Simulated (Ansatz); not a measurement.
Consider the following.

End structure of the (111) surface of germanium (2x2 Ge adatom at T4; a constructed slab, bottom: 4 H on 4 bottom sites):

```yaml
crystal:
  lattice:
    - [8.14587, 0.00000, 0.00000]
    - [-4.07294, 7.05453, 0.00000]
    - [0.00000, 0.00000, 33.50000]
  atoms:
    - { symbol: Ge, position: [0.00000, 0.00000, 0.33721] }
    - { symbol: Ge, position: [0.50000, 0.00000, 0.33721] }
    - { symbol: Ge, position: [0.00000, 0.50000, 0.33721] }
    - { symbol: Ge, position: [0.50000, 0.50000, 0.33721] }
    - { symbol: Ge, position: [0.16667, 0.33333, 0.36203] }
    - { symbol: Ge, position: [0.66667, 0.33333, 0.36203] }
    - { symbol: Ge, position: [0.16667, 0.83333, 0.36203] }
    - { symbol: Ge, position: [0.66667, 0.83333, 0.36203] }
    - { symbol: Ge, position: [0.16726, 0.33274, 0.43637] }
    - { symbol: Ge, position: [0.66549, 0.33274, 0.43637] }
    - { symbol: Ge, position: [0.16726, 0.83451, 0.43637] }
    - { symbol: Ge, position: [0.66667, 0.83333, 0.43505] }
    - { symbol: Ge, position: [0.33333, 0.16667, 0.46255] }
    - { symbol: Ge, position: [0.83183, 0.16366, 0.46045] }
    - { symbol: Ge, position: [0.33634, 0.66817, 0.46045] }
    - { symbol: Ge, position: [0.83183, 0.66817, 0.46045] }
    - { symbol: Ge, position: [0.33333, 0.16667, 0.53706] }
    - { symbol: Ge, position: [0.82725, 0.15449, 0.53427] }
    - { symbol: Ge, position: [0.34551, 0.67275, 0.53427] }
    - { symbol: Ge, position: [0.82725, 0.67275, 0.53427] }
    - { symbol: Ge, position: [0.00139, 0.00069, 0.56253] }
    - { symbol: Ge, position: [0.49931, 0.00069, 0.56253] }
    - { symbol: Ge, position: [0.00000, 0.50000, 0.54614] }
    - { symbol: Ge, position: [0.49931, 0.49861, 0.56253] }
    - { symbol: Ge, position: [0.97599, 0.98799, 0.63775] }
    - { symbol: Ge, position: [0.51201, 0.98799, 0.63775] }
    - { symbol: Ge, position: [0.00000, 0.50000, 0.61844] }
    - { symbol: Ge, position: [0.51201, 0.52401, 0.63775] }
    - { symbol: Ge, position: [0.15902, 0.34098, 0.65339] }
    - { symbol: Ge, position: [0.68196, 0.34098, 0.65339] }
    - { symbol: Ge, position: [0.15902, 0.81804, 0.65339] }
    - { symbol: Ge, position: [0.66667, 0.83333, 0.67588] }
    - { symbol: H, position: [0.00082, 0.00041, 0.29069] }
    - { symbol: H, position: [0.49959, 0.00041, 0.29069] }
    - { symbol: H, position: [0.00000, 0.50000, 0.29070] }
    - { symbol: H, position: [0.49959, 0.49918, 0.29069] }
    - { symbol: Ge, position: [0.00000, 0.50000, 0.69770] }
```

Set-up: 37 atoms, 13.7 Å thick at the start with caps and adatoms (thin: gaps and levels are the slab's own); mesh 3x3x1; 0.01 eV smearing; dipole correction on; 20 atoms held, the rest relaxed; held to the start's symmetry, so lower structures may exist; no spin (no spin-polarised run to compare, though such a face may carry moments), no spin-orbit, no U. The slab shows no gap over 0.04 eV on its mesh.

**Question.** What work function of the top face does PBE with D3(BJ) dispersion (Ansatz, a first-principles code) give?

**Answer.** 4.40 eV
